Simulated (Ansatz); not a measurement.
Faces of fcc Pd, relaxed in 1x1 cells (a = 3.944 Å). A vicinal face is read as terraces and steps: γ(θ) = γ(terrace)·cos θ + (β/h)·sin θ, with θ the angle to the terrace, h the step's height and β the energy a length of step; on such narrow terraces β holds the steps' interaction too.

Computed with PBE (plane waves to 420 eV, PAW; Ansatz, a program for electronic structure).

| face | γ (J/m²) |
|---|---|
| (100) | 1.54 |
| (110) | 1.60 |
| (111) | 1.37 |
| (210) | 1.65 |
| (211) | 1.54 |
| (221) | 1.50 |
| (310) | 1.65 |
| (320) | 1.65 |

**Question.** What step energy does (211) give on (111) terraces?

**Answer.** θ = 19.5°, h = a/√3 = 2.28 Å, so β = (1.54 − 1.37·cos θ)·h / sin θ = 106 meV/Å (1 J/m² = 62.4 meV/Å²).

**Question.** What step energy does (221) give on (111) terraces?

**Answer.** θ = 15.8°, h = a/√3 = 2.28 Å, so β = (1.50 − 1.37·cos θ)·h / sin θ = 95 meV/Å (1 J/m² = 62.4 meV/Å²).

**Question.** What step energy does (210) give on (100) terraces?

**Answer.** θ = 26.6°, h = a/2 = 1.97 Å, so β = (1.65 − 1.54·cos θ)·h / sin θ = 75 meV/Å (1 J/m² = 62.4 meV/Å²).
